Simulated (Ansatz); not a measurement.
## Effect of uniaxial stress, 5 GPa tension along x on ZrS2

Consider ZrS2 in the CdI2 type structure (space group P-3m1, No. 164; a = 3.674 Å, c = 5.860 Å; layered, stacked along the Cartesian z axis). Axes: x lies along a and z along c of the hexagonal cell.

Now apply this change: uniaxial stress, 5 GPa tension along x, with the cell and atoms free to relax against it.

The values are results of r2SCAN+rVV10/PAW in Ansatz (an electronic-structure program), no SOC, not measurements. k-mesh 10×10×6 (Γ-centred); smearing 0.05 eV (Fermi–Dirac).

The volume per atom increases by 0.55 Å³, from 22.84 Å³ to 23.39 Å³ and the space group changes from P-3m1 (No. 164) to C2/m (No. 12). The shortest interatomic distance shrinks by 0.012 Å, from 2.565 Å to 2.553 Å and the energy rises by 15 meV/atom. The band gap remains 1.17 eV and the gap character amounts to indirect, Γ → L₂. The smallest direct gap decreases by 0.30 eV (1.81 eV → 1.51 eV) and the strain response (xx, yy, zz) is (+4.15, −0.85, −0.84) %. The secant Young's modulus along x is 120 GPa and the mean lateral Poisson ratio amounts to 0.20.

Beyond what the load breaks, stability against distortions was not tested. Labels are those of the standard path for the cell's own space group.
